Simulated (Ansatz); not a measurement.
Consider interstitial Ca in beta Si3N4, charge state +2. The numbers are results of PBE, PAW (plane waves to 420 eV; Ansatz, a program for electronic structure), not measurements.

84-site cell at the relaxed PBE lattice, the Γ point alone, smearing 0.01 eV, spin-restricted, no finite-size correction. No zero-point or tunnelling terms. The charge state is imposed; whether it is stable for some Fermi level was not computed. Sites that were not tried may lie lower.

Barriers: single points on a 2×2×2 k-point mesh shifted by half a step along c at the bands' geometries.

The step: a direct jump of one Ca atom. Atoms about the jump, Cartesian Å from the middle of the jump, before and after:

```tsv
atom	x0	y0	z0	x1	y1	z1
Ca1	0.00	-0.01	0.73	0.00	0.01	-0.73
N2	0.98	2.09	-0.71	1.04	2.17	-0.73
N3	-1.04	-2.17	0.73	-0.98	-2.09	0.71
N4	2.41	0.20	0.73	2.31	0.21	0.70
N5	-2.31	-0.21	-0.70	-2.41	-0.20	-0.73
N6	1.35	-1.92	-0.70	1.37	-2.01	-0.73
N7	-1.37	2.01	0.73	-1.35	1.92	0.70
Si8	0.25	2.77	0.73	0.23	2.73	0.75
Si9	2.31	-1.57	0.73	2.26	-1.55	0.75
Si10	-0.23	-2.73	-0.75	-0.25	-2.77	-0.73
Si11	-2.26	1.55	-0.75	-2.31	1.57	-0.73
Si12	2.50	1.18	-0.75	2.54	1.22	-0.73
Si13	-2.54	-1.22	0.73	-2.50	-1.18	0.75
N14	0.98	2.09	2.17	1.01	2.19	2.20
N15	-1.01	-2.19	-2.20	-0.98	-2.09	-2.17
N16	-2.31	-0.21	2.16	-2.42	-0.21	2.20
N17	2.42	0.21	-2.20	2.31	0.21	-2.16
N18	1.35	-1.92	2.16	1.41	-1.99	2.19
N19	-1.41	1.99	-2.19	-1.35	1.92	-2.16
Si20	-0.23	-2.73	2.21	-0.20	-2.68	2.20
Si21	0.20	2.68	-2.20	0.23	2.73	-2.21
Si22	-2.26	1.55	2.21	-2.23	1.52	2.20
Si23	2.23	-1.52	-2.20	2.26	-1.55	-2.21
Si24	2.50	1.18	2.21	2.42	1.17	2.20
Si25	-2.42	-1.17	-2.20	-2.50	-1.18	-2.21
```

Task: Give the saddle-point geometry and the barrier.

Result: 
| atom | x | y | z |
|---|---|---|---|
| Ca1 | 0.00 | 0.00 | 0.00 |
| N2 | 1.02 | 2.14 | -0.72 |
| N3 | -1.02 | -2.13 | 0.71 |
| N4 | 2.37 | 0.21 | 0.70 |
| N5 | -2.37 | -0.20 | -0.72 |
| N6 | 1.36 | -1.96 | -0.72 |
| N7 | -1.36 | 1.97 | 0.71 |
| Si8 | 0.25 | 2.77 | 0.74 |
| Si9 | 2.29 | -1.56 | 0.74 |
| Si10 | -0.25 | -2.76 | -0.75 |
| Si11 | -2.29 | 1.57 | -0.75 |
| Si12 | 2.53 | 1.20 | -0.76 |
| Si13 | -2.53 | -1.20 | 0.74 |
| N14 | 1.00 | 2.15 | 2.18 |
| N15 | -1.00 | -2.14 | -2.19 |
| N16 | -2.38 | -0.21 | 2.17 |
| N17 | 2.38 | 0.22 | -2.19 |
| N18 | 1.39 | -1.96 | 2.17 |
| N19 | -1.39 | 1.97 | -2.18 |
| Si20 | -0.21 | -2.70 | 2.19 |
| Si21 | 0.21 | 2.70 | -2.21 |
| Si22 | -2.24 | 1.54 | 2.19 |
| Si23 | 2.24 | -1.53 | -2.21 |
| Si24 | 2.45 | 1.17 | 2.20 |
| Si25 | -2.45 | -1.17 | -2.21 |
It lies 0.15 eV above the start and 0.15 eV above the end. The saddle point's order was not checked, and it lies on a symmetry element of the cell, where a band can be held.
